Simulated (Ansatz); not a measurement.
The starting structures come from a database of crystals and need not be the phases stable at ambient conditions.

Here is the system:

```xyz
4
Lattice="3.9936 0.0000 0.0000 -1.9968 3.4586 0.0000 0.0000 0.0000 6.5861" Properties=species:S:1:pos:R:3 pbc="T T T"
Ga     0.0000     2.3057     6.5860
Ga     1.9968     1.1529     3.2929
As     0.0000     2.3057     2.4633
As     1.9968     1.1529     5.7564
```

Space group of this cell: P6_3mc, wurtzite. The cell is taken as given.

The current runs along the normal of the first two printed vectors, the (001) plane. All runs by Ansatz (a first-principles code), plane waves and PAW, without spin-orbit coupling; the base is r2SCAN.

```tsv
run	mean pressure (GPa)	gap (eV)	mid-gap κ (1/Å)
base	0.0	0.97	0.058
all lengths scaled by 0.98	5.0	1.24	0.080
all lengths scaled by 1.02	-3.7	___	___
lda in place of r2scan	-2.4	___	___
pbesol in place of r2scan	-0.3	___	___
```

Complete the blanks.


- all lengths scaled by 1.02, gap (eV): 0.50
- all lengths scaled by 1.02, mid-gap κ (1/Å): 0.035
- lda in place of r2scan, gap (eV): 0.24
- lda in place of r2scan, mid-gap κ (1/Å): 0.022
- pbesol in place of r2scan, gap (eV): 0.40
- pbesol in place of r2scan, mid-gap κ (1/Å): 0.031
